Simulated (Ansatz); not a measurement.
## Effect of uniaxial strain ε_zz = −0.50 % on Ge

The reference is Ge in the diamond structure (space group Fd-3m, No. 227; a = 5.6744 Å). Axes: x, y, z lie along the cube axes.

It is then changed as follows: the cell is compressed by 0.50 % along z with no lateral relaxation, atoms relaxed at fixed cell.

All numbers come from Kohn–Sham DFT with the r2SCAN functional, run in Ansatz (an electronic-structure program) with PAW and 500 eV plane waves, no SOC. Γ-centred 10×10×10 mesh, Fermi–Dirac width 0.05 eV.

```csv
quantity,base,changed,shift
shortest interatomic distance,4.643 bohr,4.635 bohr,-0.008 bohr
energy relative to the base (free energy F),0 meV/atom,+0.2 meV/atom,+0.2 meV/atom
"pressure (mean of the normal stresses, compression positive)",0.01 GPa,0.37 GPa,+0.36 GPa
band gap,0.36 eV,0.38 eV,+0.02 eV
gap character,direct at Γ,direct at Γ,–
"valence-band top at Γ (three highest levels, from the VBM)","0.00, 0.00, 0.00 eV","0.00, -0.04, -0.04 eV",–
"valley order (the lowest conduction-band minima on the path, energy above the VBM, named in the base's zone)","Γ 0.36 eV; L along ⟨111⟩ 0.44 eV; a point along ⟨100⟩, about 0.9 Å⁻¹ from Γ 0.79 eV","Γ 0.38 eV; L along [1-11] 0.42 eV; a point along [001], about 0.9 Å⁻¹ from Γ 0.72 eV; a point along [100], about 0.9 Å⁻¹ from Γ 0.77 eV",–
"stress (xx, yy, zz, yz, xz, xy; compression positive)",–,"(0.23, 0.23, 0.65, 0.00, 0.00, 0.00) GPa",–
```

Whether these cells are dynamically stable was not tested. The real Ge has an indirect gap at ambient pressure; r2SCAN orders its close-lying valleys differently. Labels are those of the standard path for the cell's own space group.
